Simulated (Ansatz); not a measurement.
# AlN, response to strain

Start from AlN (space group P6_3/mmc, No. 194; a = 3.302 Å, c = 4.141 Å; a cell from a computed database, its experimental status unchecked). Axes: x lies along a and z along c of the hexagonal cell.

Strains are applied to the cell and any free atomic positions relax; under biaxial strain the out-of-plane vector relaxes too; under stress the whole cell relaxes.

The values are results of DFT with PBEsol, PAW potentials and a 420 eV plane-wave cutoff in Ansatz (a first-principles code), no spin-orbit coupling, not measurements.

Notes on the quantities. energy relative to the base: free energy F.

| variant | energy relative to the base | shortest interatomic distance | electron mass |
|---|---|---|---|
| base | 0 meV/atom | 3.602 bohr | 0.33 mₑ along c, 0.30 mₑ across (at Γ) |
| biaxial strain −2.03 %, plane normal [001], relaxed out of plane | – | 3.529 bohr | 0.32 mₑ (at Γ) |
| uniaxial strain ε_xx = +0.91 % | +0.9 meV/atom | 3.616 bohr | 0.33 mₑ along z, 0.30 mₑ across (at Γ) |
| uniaxial strain ε_xx = +1.45 % | +2.2 meV/atom | 3.624 bohr | 0.33 mₑ along z, 0.29 mₑ across (at Γ) |
| uniaxial strain ε_zz = −1.96 % | +3.9 meV/atom | 3.602 bohr | 0.37 mₑ along z, 0.30 mₑ across (at Γ) |
| uniaxial stress, 0.5 GPa compression along z | 0.0 meV/atom | 3.604 bohr | 0.34 mₑ along z, 0.30 mₑ across (at Γ) |
| uniaxial stress, 3 GPa tension along x | [?] | [?] | 0.34 mₑ along z, 0.30 mₑ across (at Γ) |

Question: Some entries are withheld; estimate them.

Answer: 
- uniaxial stress, 3 GPa tension along x, energy relative to the base: +1.2 meV/atom
- uniaxial stress, 3 GPa tension along x, shortest interatomic distance: 3.611 bohr

The levels and masses belong to the bands next to the band gap. Effective masses come from finite differences of ±0.01 Å⁻¹. Beyond what the load breaks, stability against distortions was not tested. This is not the structure that AlN has at room temperature and ambient pressure.
